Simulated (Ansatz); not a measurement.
Take W$_{5}$Si$_{3}$ (space group I4/mcm, No. 140; a cell from a computed database, its experimental status unchecked) as the base.

```
W5Si3
1.0
   -4.79801     4.79801     2.46488
    4.79801    -4.79801     2.46488
    4.79801     4.79801    -2.46488
Si W
6 10
Direct
  0.75000   0.75000   0.00000
  0.25000   0.25000   0.00000
  0.16813   0.33187   0.50000
  0.83187   0.66813   0.50000
  0.33187   0.83187   0.16373
  0.66813   0.16813   0.83627
  0.77592   0.92481   0.70073
  0.22408   0.07519   0.29927
  0.92481   0.22408   0.14889
  0.07519   0.77592   0.85111
  0.72408   0.42481   0.14889
  0.27592   0.57519   0.85111
  0.57519   0.72408   0.29927
  0.42481   0.27592   0.70073
  0.75000   0.25000   0.50000
  0.25000   0.75000   0.50000
```

Computed with Ansatz (a first-principles code) PBEsol, no spin-orbit coupling.

Before the change:

```
Quantity            Value
---------------  --------
Volume per atom  14.19 Å³
```

Perturbation: cell and atoms relaxed at a pressure of 3 GPa.

Question: Estimate the effect on the volume per atom.

Answer: The volume per atom shrinks by 0.15 Å³, from 14.19 Å³ to 14.04 Å³.

Load acts through the strain it causes; cell and atoms are relaxed under it. Stability against distortions was not tested. All final runs are without spin polarisation.
